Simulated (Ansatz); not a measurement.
An Ansatz (an electronic-structure program) run: WC with a change (uniaxial strain ε_zz = −2.00 %); r2SCAN in Ansatz (plane waves to 500 eV, PAW, no spin-orbit coupling).

Input:

Ansatz 0.2 input:
```yaml
crystal:
  lattice:
    - [2.9126779478, 0, 0]
    - [-1.4563389739, 2.5224530958, 0]
    - [0, 0, 2.7786504869]
  atoms:
    - { symbol: W, position: [0, 0, 0] }
    - { symbol: C, position: [0.3333333333, 0.6666666667, 0.5] }
basis: { ecutwfc: 500, ecutrho_ratio: 4, xc_grid: 4, fft_grid_basis: typed }
kpoints: { mp_grid: { grid: [23, 23, 20] } }
hamiltonian:
  xc: r2scan
  dispersion: none
  pseudopotentials: { kind: paw }
scf: { occupations: { method: fermi_dirac, width: 0.1 }, convergence: { dr2_threshold: 0.0000000002 } }
relax: { f_tol: 0.005, max_steps: 50 }
output: { forces: true, stress: true }
checkpoint: { write: state.ck, write_every: 1000 }
```

Output (explanatory and most iteration lines left out):

```
Relaxation: its limit of steps is 50 (relax.max_steps)
Pseudopotential: W, paw, valence charge 14
Pseudopotential: C, paw, valence charge 4
Crystal: 2 atoms, lattice volume = 20.415 Å³
Basis set: ecut = 500 eV, 527 PW (Γ), exchange–correlation on 96×96×96 points (64 copies of the dense FFT grid, shifted against one another)
Bands: 13, of which v1, the nominal top of the filled ones, is band 9 counted from 1 (8 counted from 0)
Symmetry: 12 space group operations
Space group: P-6m2 (ITA 187), of the structure as read, at distance tolerance 2.7e-5 Å
k-points: 616 of 10580 (time reversal used)
Functional: x = r2scan, c = r2scan; τ floored in thin density (d = 2e-4 eV/Å³)
SCF iter   1: F=—  HF=-10649.221815 eV  |F-HF|=—  |Δ(HF+E_count)|=         —  Δρ=1.10e-2  dr2=1.08e-2  dr2_τ=1.97e-1  ethr=1.77e-3  ⟨swp⟩=5.7  Hψ=44149  notcnv=0
SCF iter   2: F=—  HF=-10649.296810 eV  |F-HF|=—  |Δ(HF+E_count)|=   7.50e-2  Δρ=6.78e-3  dr2=3.70e-3  dr2_τ=6.21e-4  ethr=6.00e-5  ⟨swp⟩=2.0  Hψ=18480  notcnv=0
SCF 1 converged in 8 iterations: F = -10649.300433 eV  dr2 = 1.42e-11
relax step   1: F+E_penalty+E_count = -10649.30043344 eV  Δ(F+E_penalty+E_count) = +0.000e0 eV  max|allowed force component| = 7.864e-17 eV/Å  Δτ_max = 0.0000 Å  (8 SCF iters, accepted)
Crystal: 2 atoms, lattice volume = 20.415 Å³
SCF iter   1: F=—  HF=-10649.300433 eV  |F-HF|=—  |Δ(HF+E_count)|=         —  Δρ=3.79e-7  dr2=1.42e-11  dr2_τ=1.43e-12  ethr=1.00e-12  ⟨swp⟩=2.0  Hψ=47413  notcnv=0
SCF iter   2: F=-10649.300433 eV  HF=-10649.300433 eV  |F-HF|=7.28e-12  |Δ(HF+E_count)|=  2.36e-11  Δρ=2.23e-7  dr2=4.75e-12  dr2_τ=7.70e-13  ethr=1.00e-12  ⟨swp⟩=4.0  Hψ=22439  notcnv=0
SCF 2 converged in 2 iterations: F = -10649.300433 eV  dr2 = 4.75e-12
SCF converged after 2 iterations
Free energy (F): -10649.300433 eV
Internal energy: -10649.291018 eV  (E = F + TS)
E sigma→0 (E₀):  -10649.295726 eV
Entropy (-TS):   -0.009415 eV (-4.708 meV/atom)
Fermi energy:    20.902086 eV
--- Forces (eV/Å), atoms counted from 1 ---
  atom   1  W      0.00000000    -0.00000000     0.00000000
  atom   2  C     -0.00000000    -0.00000000     0.00000000
--- Stress (GPa, compression-positive) ---
        3.757197       0.000000       0.000000
        0.000000       3.757197       0.000000
        0.000000       0.000000      21.216680
  P = ⅓ Tr σ = 9.5770 GPa (95.770 kbar)
--- Relaxed structure (1 steps of the walk, 1 accepted, 0 SCFs on fresh bases) ---
  atoms:
    - { symbol: W, position: [0.0, -3.700743415524894e-17, 0.0] }
    - { symbol: C, position: [0.3333333333333333, 0.6666666666666666, 0.5] }
```

Stability against distortions was not tested. All final runs are without spin polarisation. The cell was made from WC (space group P-6m2, No. 187) by this change: uniaxial strain ε_zz = −2.00 %.
